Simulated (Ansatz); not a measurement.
Electronic density of states of amorphous Si24O47F2, density 2.19 g/cm³, on a 2×2×2 Γ-centred mesh with a Gaussian width of 0.1 eV; energies count from the Fermi level, whose place inside the gap is arbitrary. Cell and mesh are small, so fine structure isn't converged. Calculation: PBE, scalar-relativistic without spin-orbit coupling (plane waves to 420 eV, PAW; Ansatz, a quantum-chemistry and plane-wave program). Sampling: a 2×2×2 Γ-centred mesh; Fermi-Dirac width 0.02 eV; no spin polarisation. At PBE the levels at the filled edge of the gap are localised (band-tail or defect states).

It comes from a melt-quench run on a machine-learned potential (CHGNet), relaxed afterwards by DFT. O and F atoms were pushed apart under 1.9 Å during the dynamics, to hinder bonds among them. The hot cell started wider than the set density and was brought back towards it in steps. It is the lowest in DFT energy of 2 quenches. It is a model cell: composition and starting density were chosen by hand, and all elements were melted together. No dispersion term was used. Its density started from a set value of 2.19 and ended at 2.19 g/cm³. Cooling (nominally 88 K/ps over its main leg) ran many orders faster than in experiment, which tends to leave more defects and strain. Values belong to this one cell and scatter from quench to quench. Volume and shape were free in the relaxation.

(E - EF (eV), states/(eV atom)): (-12.00, 0.00); (-11.90, 0.00); (-11.80, 0.04); (-11.70, 0.12); (-11.60, 0.17); (-11.50, 0.14); (-11.40, 0.16); (-11.30, 0.20); (-11.20, 0.19); (-11.10, 0.18); (-11.00, 0.16); (-10.90, 0.12); (-10.80, 0.15); (-10.70, 0.19); (-10.60, 0.24); (-10.50, 0.22); (-10.40, 0.19); (-10.30, 0.17); (-10.20, 0.20); (-10.10, 0.18); (-10.00, 0.19); (-9.90, 0.20); (-9.80, 0.17); (-9.70, 0.14); (-9.60, 0.17); (-9.50, 0.20); (-9.40, 0.18); (-9.30, 0.17); (-9.20, 0.18); (-9.10, 0.19); (-9.00, 0.20); (-8.90, 0.20); (-8.80, 0.17); (-8.70, 0.20); (-8.60, 0.25); (-8.50, 0.22); (-8.40, 0.22); (-8.30, 0.36); (-8.20, 0.48); (-8.10, 0.60); (-8.00, 0.71); (-7.90, 0.75); (-7.80, 0.78); (-7.70, 0.79); (-7.60, 0.72); (-7.50, 0.51); (-7.40, 0.36); (-7.30, 0.28); (-7.20, 0.19); (-7.10, 0.06); (-7.00, 0.00); (-6.90, 0.01); (-6.80, 0.10); (-6.70, 0.35); (-6.60, 0.49); (-6.50, 0.41); (-6.40, 0.24); (-6.30, 0.20); (-6.20, 0.35); (-6.10, 0.32); (-6.00, 0.29); (-5.90, 0.42); (-5.80, 0.46); (-5.70, 0.44); (-5.60, 0.46); (-5.50, 0.58); (-5.40, 0.75); (-5.30, 0.86); (-5.20, 0.87); (-5.10, 0.86); (-5.00, 0.84); (-4.90, 0.74); (-4.80, 0.73); (-4.70, 0.77); (-4.60, 0.87); (-4.50, 0.93); (-4.40, 0.90); (-4.30, 0.89); (-4.20, 0.89); (-4.10, 0.89); (-4.00, 0.86); (-3.90, 0.81); (-3.80, 0.89); (-3.70, 0.92); (-3.60, 0.89); (-3.50, 0.84); (-3.40, 0.77); (-3.30, 0.71); (-3.20, 0.74); (-3.10, 0.84); (-3.00, 0.82); (-2.90, 0.72); (-2.80, 0.46); (-2.70, 0.20); (-2.60, 0.04); (-2.50, 0.00); (-2.40, 0.00); (-2.30, 0.00); (-2.20, 0.00); (-2.10, 0.00); (-2.00, 0.00); (-1.90, 0.00); (-1.80, 0.00); (-1.70, 0.00); (-1.60, 0.00); (-1.50, 0.00); (-1.40, 0.00); (-1.30, 0.00); (-1.20, 0.00); (-1.10, 0.00); (-1.00, 0.00); (-0.90, 0.00); (-0.80, 0.00); (-0.70, 0.00); (-0.60, 0.00); (-0.50, 0.00); (-0.40, 0.00); (-0.30, 0.00); (-0.20, 0.00); (-0.10, 0.00); (0.00, 0.00); (0.10, 0.00); (0.20, 0.00); (0.30, 0.00); (0.40, 0.00); (0.50, 0.00); (0.60, 0.00); (0.70, 0.00); (0.80, 0.00); (0.90, 0.00); (1.00, 0.00); (1.10, 0.00); (1.20, 0.00); (1.30, 0.00); (1.40, 0.00); (1.50, 0.00); (1.60, 0.00); (1.70, 0.00); (1.80, 0.00); (1.90, 0.00); (2.00, 0.00); (2.10, 0.00); (2.20, 0.00); (2.30, 0.00); (2.40, 0.00); (2.50, 0.00); (2.60, 0.01); (2.70, 0.02); (2.80, 0.01); (2.90, 0.00); (3.00, 0.00); (3.10, 0.02); (3.20, 0.07); (3.30, 0.06); (3.40, 0.05); (3.50, 0.04); (3.60, 0.05); (3.70, 0.08); (3.80, 0.11); (3.90, 0.09); (4.00, 0.07); (4.10, 0.07); (4.20, 0.06); (4.30, 0.07); (4.40, 0.11); (4.50, 0.11); (4.60, 0.12); (4.70, 0.12); (4.80, 0.15); (4.90, 0.21); (5.00, 0.24); (5.10, 0.24); (5.20, 0.19); (5.30, 0.16); (5.40, 0.21); (5.50, 0.30); (5.60, 0.34); (5.70, 0.34); (5.80, 0.34); (5.90, 0.38); (6.00, 0.41); (6.10, 0.44); (6.20, 0.51); (6.30, 0.55); (6.40, 0.57); (6.50, 0.62)

The level gap on this mesh is 5.41 eV; the broadening fills part of it in the curve.
